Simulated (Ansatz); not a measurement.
Structures of equal composition on the (111) surface of fcc Pd: a layer of Co in place of the second plane; a layer of Co in place of the third plane. The slabs share one bottom face, and each structure is named by its start. These are constructed structures in small cells; real faces may alloy, dewet or reconstruct in larger ones, and not all known structures of the face are among them. Slabs of about 11 Å with all that they carry, Fermi-Dirac smearing of 0.1 eV. Bottom of the slabs: a bare face, its two planes held. Relaxed from the named starts with such symmetry as they have, on meshes of like density; energies extrapolated to zero smearing; no spin-orbit coupling, no U. Spin-polarised runs, if any, are marked in brackets, and their order is one that fits the cell; the others ran without spin.

Calculation: PBE (plane waves to 420 eV, PAW; Ansatz, a program for electronic structure).

### Question
Put the candidates in order of energy per 1x1 cell, lowest first, for PBE.

### Answer
a layer of Co in place of the second plane (0.000 eV [spin, 3.0 μB a cell]), a layer of Co in place of the third plane (0.053 eV [spin, 3.1 μB a cell])
